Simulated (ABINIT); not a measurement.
Worked example: self-consistent single point of VPt2 (P1, 3 atoms in the cell) in ABINIT.

Computed with LDA (PW92), PAW (JTH v2.0 LDA PAW) (plane waves; ABINIT).

The change in words: lattice scaled by 0.98. Reference geometry:
```
VPt2
1.0
   -1.36111     1.90240     4.18454
    1.36111    -1.90240     4.18454
    1.36111     1.90240    -4.18454
V Pt
1 2
Direct
  0.99544   0.01127   0.01046
  0.67923   0.64593   0.99834
  0.32533   0.34280   0.99120
```

Reference input (self-consistent single point, DFT, LDA (PW92), plane waves, PAW (JTH v2.0 LDA PAW)): pseudos = [V.LDA_PW-JTH.xml, Pt.LDA_PW-JTH.xml]; ecut = 30 Ha; pawecutdg = 60 Ha; pawxcdev = 0; occopt = 7; tsmear = 0.136 eV; ngkpt = 5 7 8; nshiftk = 1; shiftk = 0 0 0; potentials = JTH v2.0 LDA PAW; nband = 23; kptopt = 1. This run's input differs from it in these lines:

```diff
@@ -3,7 +3,7 @@
 pseudos "V.LDA_PW-JTH.xml, Pt.LDA_PW-JTH.xml"
-acell 9.0592730001 9.0592730001 9.0592730001
+acell 8.8780870776 8.8780870776 8.8780870776
 rprim
-        -0.2839218032    0.3968315703    0.8728763455
-         0.2839218032   -0.3968315703    0.8728763455
-         0.2839218032    0.3968315703   -0.8728763455
+        -0.2839218605    0.3968315697    0.8728763271
+         0.2839218605   -0.3968315697    0.8728763271
+         0.2839218605    0.3968315697   -0.8728763271
 natom 3
@@ -13,5 +13,5 @@
 xcart
-        -2.5045219608    3.5757398962    7.8779636071
-         2.4822113475    3.7087191508    2.5843937610
-         2.5944383110    3.5005611406   -2.5547401668
+        -2.4544318896    3.5042249103    7.7204037702
+         2.4325674853    3.6345445728    2.5327057005
+         2.5425499260    3.4305497337   -2.5036451803
 ecut 30
```

The program printed (abridged):

```
--- !BeginCycle
solver: {iscf: 17, nstep: 80, nline: 4, wfoptalg: 10, }
tolerances: {toldfe: 1.00E-09, }
...

     iter   Etot(hartree)      deltaE(h)  residm     nres2
 ETOT  1  -126.20958101655    -1.262E+02 8.501E-01 3.469E+02
 ETOT  2  -127.78450521437    -1.575E+00 1.975E-01 1.048E+03
 ETOT  3  -126.67810066425     1.106E+00 5.799E-02 2.029E+02
 ETOT  4  -126.56627736674     1.118E-01 9.375E-02 6.661E+00
 ETOT  5  -126.61505533827    -4.878E-02 3.386E-02 5.187E+01
   [... 15 lines left out ...]
 ETOT 21  -126.60574699068     1.342E-09 4.505E-05 4.944E-06
 ETOT 22  -126.60574698759     3.093E-09 4.061E-05 1.151E-06
 ETOT 23  -126.60574698819    -6.081E-10 2.722E-05 3.179E-07
 ETOT 24  -126.60574698883    -6.411E-10 2.774E-05 8.920E-07
 At SCF step   24, etot is converged :
  for the second time, diff in etot=  6.411E-10 < toldfe=  1.000E-09

 Cartesian components of stress tensor (hartree/bohr^3)
  sigma(1 1)= -3.15408046E-04  sigma(3 2)= -1.06967728E-04
  sigma(2 2)= -3.52146923E-04  sigma(3 1)=  1.84564449E-05
  sigma(3 3)= -2.06977784E-04  sigma(2 1)=  3.42605107E-05

 ----iterations are completed or convergence reached----

 reduced coordinates (array xred) for    3 atoms
       0.995445000032      0.011265999960      0.010462000011
       0.679227000042      0.645933000039      0.998337000083
       0.325328000045      0.342801000047      0.991202000083
 cartesian forces (eV/Angstrom) at end:
    1     -0.30746156171691     0.12674432055095     0.11758798863652
    2      0.47098527961392    -1.26369476008692    -0.67512382306182
   [... lines left out ...]
 Fermi (or HOMO) energy (hartree) =   0.40303   Average Vxc (hartree)=  -0.47116
   [... lines left out ...]
'-kT*entropy'       : -7.12079679061531E-04
total_energy        : -1.26606303594645E+02
total_energy_eV     : -3.44513272620958E+03
...

-Cartesian components of stress tensor (GPa)         [Pressure=  8.5765E+00 GPa]
- sigma(1 1)= -9.27962354E+00  sigma(3 2)= -3.14709869E+00
- sigma(2 2)= -1.03605184E+01  sigma(3 1)=  5.43007264E-01
- sigma(3 3)= -6.08949563E+00  sigma(2 1)=  1.00797886E+00

 Calculation completed.
```

The run converged in 24 iterations. Against the reference run the free energy drops by 4.0 meV/atom, the pressure goes from -9.12 to 8.58 GPa and the largest force goes from 1.176 to 1.508 eV/Å.

The starting cell comes from a database of computed structures (which also holds hypothetical and non-ambient phases and stackings), without a prior relaxation at this level. Its atoms were displaced at random from the sites of space group no. 71. For this run, on top of that: lattice scaled by 0.98. Spin polarisation is off. With a pressure of about 9 GPa the cell is away from its equilibrium volume at this level. Forces in this geometry exceed 1 eV/Å.

Cost on one core of a shared machine: roughly 6 min.
